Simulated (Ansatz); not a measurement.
**MoTe2: pressure series**

Take MoTe$_{2}$ in the 2H-MoS2 type structure (space group P6_3/mmc, No. 194; a = 3.4967 Å, c = 13.6973 Å; layered, stacked along the Cartesian z axis) as the base.

Cell and atoms are relaxed at each pressure.

Level of theory: PBE-D3(BJ) (Ansatz, a first-principles code, PAW, no spin-orbit coupling), earlier PAW set.

Candidates:
(a) pressure 0.7 GPa
(b) pressure 7.5 GPa
(c) pressure −2 GPa
(d) pressure 0.3 GPa

Before the change:

```
Item       Result
--------  -------
Band gap  0.60 eV
```

Q: Order them by band gap, highest first.

A: (c) pressure −2 GPa (0.81 eV), (d) pressure 0.3 GPa (0.58 eV), (a) pressure 0.7 GPa (0.54 eV), (b) pressure 7.5 GPa (zero)

With Te present, leaving out spin-orbit coupling can change the band edges. Load acts through the strain it causes; cell and atoms are relaxed under it. Whether these cells are dynamically stable was not tested. Competing high-pressure phases were not computed. The final runs are not spin-polarised. Gaps under 0.05 eV, about the width of the smearing, are given as zero. The D3 term's C6 switches between coordination references near this geometry, which can add small steps to energies. A zero or small gap of MoTe2 under pressure 7.5 GPa can be the functional's error rather than a property of the material.
